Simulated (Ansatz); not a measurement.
The parent structure is Hf in the hcp (Mg type) structure (space group P6_3/mmc, No. 194; a = 3.1983 Å, c = 5.0488 Å; relaxed with 0.1 eV smearing). Axes: x lies along a and z along c of the hexagonal cell.

The values are results of DFT with r2SCAN, PAW potentials and a 500 eV plane-wave cutoff in Ansatz (a quantum-chemistry and plane-wave program), without spin-orbit coupling, not measurements.

Strains are applied to the cell and any free atomic positions relax.

One change was made to it. Results:

The energy grows by 0.3 meV/atom; the shortest interatomic distance hardly moves (3.128 Å against 3.130 Å).

Which of these changes matches the shifts?
A) uniaxial strain ε_xx = +0.50 %
B) uniaxial strain ε_xx = +2.00 %
C) uniaxial strain ε_xx = +2.50 %

A, uniaxial strain ε_xx = +0.50 %. For comparison, the energy relative to the base in the other runs: uniaxial strain ε_xx = +2.00 % gives +5.0 meV/atom; uniaxial strain ε_xx = +2.50 % gives +7.7 meV/atom.

Whether these cells are dynamically stable was not tested. The final runs are not spin-polarised.
